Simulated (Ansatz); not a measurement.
# NbRu (P4/mmm): band-structure transport figures

```
CELL_PARAMETERS angstrom
      3.02725     0.00000     0.00000
      0.00000     3.02725     0.00000
      0.00000     0.00000     3.37674
ATOMIC_POSITIONS crystal
  Nb 0.00000 0.00000 0.00000
  Ru 0.50000 0.50000 0.50000
```

Level of theory: r2SCAN, rigid bands (plane waves, PAW, scalar-relativistic; Ansatz, a program for electronic structure). Condition of this run: functional r2SCAN on the same cell. Cell: cell and atoms relaxed with PBEsol.

```json
{
  "density of states at the Fermi level": "2.17 states/(eV·cell), both spins",
  "bare Sommerfeld coefficient": "2.6 mJ/(mol of atoms·K²)",
  "drude_plasma_energy": "7.4 eV",
  "root-mean-square Fermi velocity": "5.4e5 m/s",
  "resistivity times τ": "9.0 ×10⁻²² Ω·m·s"
}
```

A metal at this level (no band gap); rigid bands, thermally averaged at 300 K, both spins. Spin-orbit coupling is left out. τ is one relaxation time for all states.

Formula and space group known from diffraction (Crystallography Open Database), not checked to be the room-temperature form: NbRu (P4/mmm).
